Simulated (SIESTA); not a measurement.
# A self-consistent single point of NiSi2 (Fm-3m, 3 atoms in the cell) with SIESTA

Method of the run: SIESTA 5.4.2 with GGA PBE, numerical atomic orbitals DZP, PseudoDojo PBE standard norm-conserving potentials (rewritten from UPF to PSML).

The input file:

```
# files in the folder: Si.psml Ni.psml (PseudoDojo PBE standard)
SystemName  NiSi2
SystemLabel NiSi2

NumberOfAtoms                3
NumberOfSpecies              2
%block ChemicalSpeciesLabel
  1 14 Si
  2 28 Ni
%endblock ChemicalSpeciesLabel
LatticeConstant              1.0 Ang
%block LatticeVectors
     0.000000000    2.669024000    2.669024000
     2.669024000    0.000000000    2.669024000
     2.669024000    2.669024000    0.000000000
%endblock LatticeVectors
AtomicCoordinatesFormat      Bohr
%block AtomicCoordinatesAndAtomicSpecies
     2.521862190    2.521862190    2.521862190  1
     7.565586570    7.565586570    7.565586570  1
     0.000000000    0.000000000    0.000000000  2
%endblock AtomicCoordinatesAndAtomicSpecies

XC.functional                GGA
XC.authors                   PBE
PAO.BasisSize                DZP
PAO.EnergyShift              0.005 Ry
MeshCutoff                   400 Ry
%block kgrid.MonkhorstPack
    9   0   0  0.0
    0   9   0  0.0
    0   0   9  0.0
%endblock kgrid.MonkhorstPack
OccupationFunction           MP
OccupationMPOrder            0
ElectronicTemperature        0.136 eV

MaxSCFIterations             150
SCF.Mixer.Method             Pulay
SCF.Mixer.Weight             0.25
SCF.Mixer.History            8
SCF.DM.Tolerance             1.0E-05
Diag.ParallelOverK           true
WriteForces                  true
```

Output (repeated stretches shortened):

```
reinit: Reading from file input.fdf

reinit: System Name: NiSi2
reinit: System Label: NiSi2

coor:   Atomic-coordinates input format  =     Cartesian coordinates
coor:                                            (in Bohr units)

siesta: Atomic coordinates (Bohr) and species
siesta:      2.52186   2.52186   2.52186  1        1
siesta:      7.56559   7.56559   7.56559  1        2
siesta:      0.00000   0.00000   0.00000  2        3

siesta: System type = bulk

initatomlists: Number of atoms, orbitals, and projectors:      3    45    54

siesta: ******************** Simulation parameters ****************************
redata: Spin configuration                          = none
redata: Time-Reversal Symmetry                      = T
redata: Number of Atomic Species                    =        2
redata: Mesh Cutoff                                 =   400.0000 Ry
redata: Net charge of the system                    =     0.0000 |e|
redata: Min. number of SCF Iter                     =        0
redata: Max. number of SCF Iter                     =      150
redata: SCF convergence failure will abort job
redata: SCF mix quantity                            = Hamiltonian
redata: Mix DM or H after convergence               =   F
redata: Recompute H after scf cycle                 =   F
redata: Mix DM in first SCF step                    =   T
redata: No kicks to SCF
redata: DM Mixing Weight for Kicks                  =     0.5000
redata: Require Harris convergence for SCF          =   F
redata: Harris energy tolerance for SCF             =     0.000100 eV
redata: Require DM convergence for SCF              =   T
redata: DM tolerance for SCF                        =     0.000010
redata: Require EDM convergence for SCF             =   F
redata: EDM tolerance for SCF                       =     0.001000 eV
redata: Require H convergence for SCF               =   T
redata: Hamiltonian tolerance for SCF               =     0.001000 eV
redata: Require (free) Energy convergence for SCF   =   F
redata: (free) Energy tolerance for SCF             =     0.000100 eV
redata: Using DFT-D3 dispersion                     =   F
redata: Using Saved Data (generic)                  =   F
redata: Method of Calculation                       = Diagonalization
redata: Electronic Temperature                      =  1578.2145 K
redata: Number of TDED substeps                     =        3
redata: Dynamics option                             = Single-point calculation
redata: Save all siesta data in one NC              =   F
redata: ***********************************************************************

%block SCF.Mixers
  Pulay
%endblock SCF.Mixers

%block SCF.Mixer.Pulay
  # Mixing method
  method pulay
  variant stable

  # Mixing options
  weight 0.2500
  weight.linear 0.2500
  history 8
%endblock SCF.Mixer.Pulay

DM_history_depth set to one: no extrapolation allowed by default for geometry relaxation
Size of DM history Fstack: 1
Total number of electrons:    26.000000
Total ionic charge:    26.000000

* ProcessorY, Blocksize:    1  46

* Orbital distribution balance (max,min):    45    45

 Kpoints in:          405 . Kpoints trimmed:          365

siesta: k-grid: Number of k-points = 365
siesta: k-points from Monkhorst-Pack grid
siesta: k-cutoff (effective) =    16.986 Ang
siesta: k-point supercell and displacements
siesta: k-grid:     9     0     0      0.000
siesta: k-grid:     0     9     0      0.000
siesta: k-grid:     0     0     9      0.000

diag: Algorithm                                     = D&C
diag: Parallel over k                               =   F
diag: Use parallel 2D distribution                  =   F
diag: Parallel block-size                           = 46
diag: Parallel distribution                         =     1 x     1
diag: Used triangular part                          = Lower
diag: Absolute tolerance                            =  0.100E-15
diag: Orthogonalization factor                      =  0.100E-05
diag: Memory factor                                 =  1.0000

superc: Internal auxiliary supercell:     7 x     7 x     7  =     343
superc: Number of atoms, orbitals, and projectors:   1029  15435  18522

                        Single-point calculation

superc: Internal auxiliary supercell:     7 x     7 x     7  =     343
superc: Number of atoms, orbitals, and projectors:   1029  15435  18522

outcell: Unit cell vectors (Ang):
        0.000000    2.669024    2.669024
        2.669024    0.000000    2.669024
        2.669024    2.669024    0.000000

outcell: Cell vector modules (Ang)   :    3.774570    3.774570    3.774570
outcell: Cell angles (23,13,12) (deg):     60.0000     60.0000     60.0000
outcell: Cell volume (Ang**3)        :     38.0266
new_DM -- step:     1
Initializing Density Matrix...

Attempting to read DM from file... Failed...
DM filled with atomic data:

InitMesh: MESH = 40 x 40 x 40 = 64000
InitMesh: Mesh cutoff (required, used) =   400.000   465.563 Ry

stepf: Methfessel-Paxton step function
       Using Hermite-Gauss polynomials of order  0

        iscf     Eharris(eV)        E_KS(eV)     FreeEng(eV)     dDmax    Ef(eV) dHmax(eV)
   scf:    1    -4741.595263    -4783.849633    -4783.855283  1.426298 -3.163240 24.487981
   scf:    2    -4769.524973    -4790.955050    -4790.963434  0.416492 -5.109466 15.734949
   scf:    3    -4798.038534    -4795.981596    -4795.992635  0.174448 -4.527818  2.378858
   scf:    4    -4786.959437    -4793.323242    -4793.330063  0.122273 -3.867471 11.353863
   scf:    5    -4796.770453    -4796.148677    -4796.159424  0.080348 -4.395565  0.577372
   scf:    6    -4796.122309    -4796.136722    -4796.147510  0.004555 -4.378632  0.948787
   scf:    7    -4796.160614    -4796.155893    -4796.166592  0.007670 -4.415247  0.057312
   scf:    8    -4796.155939    -4796.155917    -4796.166615  0.000107 -4.415672  0.046544
   scf:    9    -4796.155988    -4796.155963    -4796.166658  0.000422 -4.417197  0.011897
mix: Pulay -- inversion failed, > SVD [rank/size] 4 / 7
   scf:   10    -4796.155967    -4796.155965    -4796.166660  0.000042 -4.417390  0.007096
mix: Pulay -- inversion failed, > SVD [rank/size] 3 / 7
   scf:   11    -4796.155967    -4796.155967    -4796.166661  0.000053 -4.417655  0.000599
mix: Pulay -- inversion failed, > SVD [rank/size] 3 / 7
   scf:   12    -4796.155967    -4796.155967    -4796.166661  0.000005 -4.417678  0.000051

SCF Convergence by DM+H criterion
max |DM_out - DM_in|         :     0.0000047720
max |H_out - H_in|      (eV) :     0.0000506482
SCF cycle converged after 12 iterations

Using DM_out to compute the final energy and forces

siesta: E_KS(eV) =            -4796.1560

siesta: E_KS - E_eggbox =     -4796.1560

siesta: Atomic forces (eV/Ang):
     1   -0.000210   -0.000210   -0.000210
     2    0.000210    0.000210    0.000210
     3   -0.000000   -0.000000   -0.000000
   Tot    0.000000    0.000000    0.000000
   Max    0.000210
   Res    0.000171    sqrt( Sum f_i^2 / 3N )
   Max    0.000210    constrained

Stress tensor Voigt[x,y,z,yz,xz,xy] (kbar):      -98.84      -98.84      -98.84       -0.17       -0.17       -0.17
(Free)E + p*V (eV/cell)    -4793.8207
Target enthalpy (eV/cell)    -4796.1667

siesta: Program's energy decomposition (eV):
siesta: Ebs     =      -810.618807
siesta: Eions   =      6175.529617
siesta: Ena     =       471.659503
siesta: Ekin    =      2238.284276
siesta: Enl     =      -689.060304
siesta: Eso     =         0.000000
siesta: Edftu   =         0.000000
siesta: DEna    =        29.143538
siesta: DUscf   =         0.751320
siesta: DUext   =         0.000000
siesta: Ex      =      -629.716876
siesta: Ec      =       -41.687808
siesta: Exc     =      -671.404684
siesta: Eharris =     -4796.155967
siesta: Etot    =     -4796.155967
siesta: FreeEng =     -4796.166661

siesta: Stress tensor (static) (eV/Ang**3):
siesta:    -0.061692   -0.000108   -0.000108
siesta:    -0.000108   -0.061692   -0.000108
siesta:    -0.000108   -0.000108   -0.061692

siesta: Cell volume =         38.026594 Ang**3

siesta: Pressure (static):
siesta:                Solid            Molecule  Units
siesta:           0.00067191          0.00067175  Ry/Bohr**3
siesta:           0.06169207          0.06167732  eV/Ang**3
siesta:          98.84158728         98.81796705  kBar
```

The run converged in 12 iterations.

The starting cell has typed, rounded lattice constants, without a prior relaxation at this level. Its lattice was rescaled by a random factor within 2.5 % of one. Spin polarisation is off. Values carry the incompleteness of an atom-centred basis. With a pressure of about 10 GPa the cell is away from its equilibrium volume at this level.

Cost on one core of a shared machine: roughly 50 s.
